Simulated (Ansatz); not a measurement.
## Convergence study of shifted k-point meshes for CsGeI₃ (Cm, 5 atoms in the cell)

```xyz
5
Lattice="4.3664 -4.2369 0.0000 4.3664 4.2369 0.0000 -0.3252 0.0000 6.1379" Properties=species:S:1:pos:R:3 pbc="T T T"
Cs     7.7647     0.0000     3.6505
Ge     3.2107     0.0000     0.8233
I      3.4057     0.0000     3.5647
I      5.7715    -2.1655     0.5723
I      5.7715     2.1655     0.5723
```

Method of the run: LDA (PW92), default PAW files made with PBE (plane waves; Ansatz, a quantum-chemistry and plane-wave program).

Base settings: basis.ecutwfc = 30.9 Ry; kpoints.mp_grid.grid = 3 3 3; hamiltonian.xc = lda; hamiltonian.pseudopotentials = {kind: paw} (the program's default PAW files); scf.occupations.method = fixed.

In this ladder: kpoints.mp_grid.shift = 0.5 0.5 0.5.

Shifted meshes do not hold Γ, so a gap read on them misses any band edge there.

Only quantities that move along the ladder and can be compared are tabulated.

The count of work is k-points × plane waves × bands × iterations; it is no time. Core times come from one kind of shared machine, to one figure; runs under 30 s give none.

The starting cell comes from a database of computed structures (which also holds hypothetical and non-ambient phases and stackings), without a prior relaxation at this level. Its lattice was rescaled by up to half a per cent. One atom was moved a little off its site on purpose. Spin-orbit coupling is off. Ansatz's pressure includes its estimate of the finite-basis (Pulay) stress.

Steps (kpoints.mp_grid.grid): 1 1 1; 2 2 2; 3 3 3; 4 4 4; 5 5 5; 6 6 6; 7 7 7; 8 8 8; 9 9 9; 10 10 10; 11 11 11; 12 12 12.

Task: What is the coarsest kpoints.mp_grid.grid that holds the free energy within 1 meV/atom of the last step, with all finer ones?

Result: 6 6 6, at 0.13 of the last step's count of work and about 0.1 of the last step's time; the step before is off by 1.7 meV/atom.

Task: What is the coarsest kpoints.mp_grid.grid that holds the pressure within 0.2 GPa of the last step, with all finer ones?

Result: 4 4 4, at 0.043 of the last step's count of work; the step before is off by 0.28 GPa.

Task: What is the coarsest kpoints.mp_grid.grid that holds the forces within 0.005 eV/Å of the last step, with all finer ones?

Result: 7 7 7, at 0.21 of the last step's count of work and about 0.2 of the last step's time; the step before is off by 0.010 eV/Å.

| kpoints.mp_grid.grid | free energy less the last step's (meV/atom) | pressure (GPa) | largest difference of a force vector from the last step's (eV/Å) | gap on the mesh (eV) | count of work / last | core time / last (rough) |
|---|---|---|---|---|---|---|
| 1 1 1 | 1303.88 | 6.64 | 5.244 | 0.751 | 0.0024 | – |
| 2 2 2 | -90.11 | -2.50 | 0.513 | 3.857 | 0.0064 | – |
| 3 3 3 | 22.11 | -1.55 | 0.214 | 1.033 | 0.021 | – |
| 4 4 4 | -5.51 | -1.91 | 0.064 | 2.161 | 0.043 | – |
| 5 5 5 | 1.71 | -1.79 | 0.026 | 1.048 | 0.083 | – |
| 6 6 6 | -0.55 | -1.84 | 0.010 | 1.580 | 0.13 | 0.1 |
| 7 7 7 | 0.19 | -1.82 | 0.004 | 1.050 | 0.21 | 0.2 |
| 8 8 8 | -0.07 | -1.83 | 0.002 | 1.347 | 0.31 | 0.3 |
| 9 9 9 | 0.03 | -1.83 | 0.001 | 1.050 | 0.44 | 0.4 |
| 10 10 10 | -0.01 | -1.83 | 0.000 | 1.235 | 0.59 | 0.6 |
| 11 11 11 | 0.01 | -1.83 | 0.000 | 1.050 | 0.78 | 0.8 |
| 12 12 12 | 0.00 | -1.83 | 0.000 | 1.176 | 1.0 | 1 |

The gap on the mesh jumps up and down from mesh to mesh; it is no smooth measure of convergence.

Keys are those of Ansatz 0.2.
